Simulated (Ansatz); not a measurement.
The reference is GaSb in the zinc blende structure (space group F-43m, No. 216).

```
GaSb
1.0
    0.00000     3.02440     3.02440
    3.02440     0.00000     3.02440
    3.02440     3.02440     0.00000
Ga Sb
1 1
Direct
  0.00000   0.00000   0.00000
  0.25000   0.25000   0.25000
```

Cartesian axes are those of the cell as printed.

Calculations: Ansatz (an electronic-structure program) LDA, spin-orbit coupling left out.

For the base:

| Item | Result |
|---|---|
| Shortest interatomic distance | 2.619 Å |

One thing is altered: uniaxial strain ε_zz = −1.00 %, all other strain components held at zero; the atoms relax in the strained cell.

What happens to the energy relative to the base, stress and shortest interatomic distance?

The energy rises by 0.8 meV/atom; the stress (xx, yy, zz, yz, xz, xy; compression positive) amounts to (0.42, 0.42, 0.88, 0.00, 0.00, 0.00) GPa; the shortest interatomic distance falls by 0.0087 Å (2.619 Å → 2.611 Å).

Stability against distortions was not tested.
